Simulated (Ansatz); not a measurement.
Start from Pd in the fcc (Cu type) structure (space group Fm-3m, No. 225; a = 3.9428 Å).

Modification: a hydrostatic pressure of 75 GPa.

Levels (all Ansatz, a quantum-chemistry and plane-wave program, PAW): PBE (420 eV, scalar-relativistic without spin-orbit coupling); r2SCAN (500 eV, without spin-orbit coupling).

The geometry is relaxed with PBE.

| Property | Result |
|---|---|
| PBE pressure | 75.0 GPa |

### Question
What does r2SCAN give at this geometry for the pressure?

### Answer
The pressure falls by 6.7 GPa (75.0 GPa → 68.3 GPa).

Single points use the geometry relaxed with PBE. Their cutoffs differ, which shifts pressures a little. Load acts through the strain it causes; cell and atoms are relaxed under it. No phonon test of stability was made. No other phases were tried under pressure. All final runs are without spin polarisation. Pd has a high density of states at the Fermi level and may be magnetic at this level.
